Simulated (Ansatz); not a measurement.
We consider PbZrO₃ (Pm-3m, No. 221, 5 atoms in the cell; start mp-1068577; cubic high-temperature phase), described by r²SCAN-D4 (Ansatz, a quantum-chemistry and plane-wave program, PAW).

Settings: plane-wave cutoff 500 eV, 10×10×10 k mesh, gaussian smearing 0.02 eV, scalar-relativistic PAW data made under PBE.

Cell (relaxed at this level):

PbZrO$_{3}$ is taken in the cubic space group Pm-3m (No. 221), the cubic perovskite structure, Pearson symbol cP5. Lattice parameters: a = b = c = 4.1515 Å, α = β = γ = 90.00°. Zr on 1a is coordinated by 6 O at 2.076 Å (octahedral). Pb on 1b has no neighbour by this rule. O on 3d is coordinated by 2 Zr at 2.076 Å (linear). (Neighbours: up to the widest gap in distance over summed covalent radii, below 1.35, at either atom; cation-cation and far metal-metal contacts left out.)

Give the computed band gap.


- band gap: 2.87 eV (on the SCF k mesh)

Note: the relaxation could not lower the start's symmetry, so the cell can be a saddle point above a distorted one.

Spin–orbit coupling is not included; with these elements it can move the gap by several tenths of an eV or more.

Static lattice: no zero-point or thermal effects.

A start named mp-… is a Materials Project structure, which need not be a measured phase.
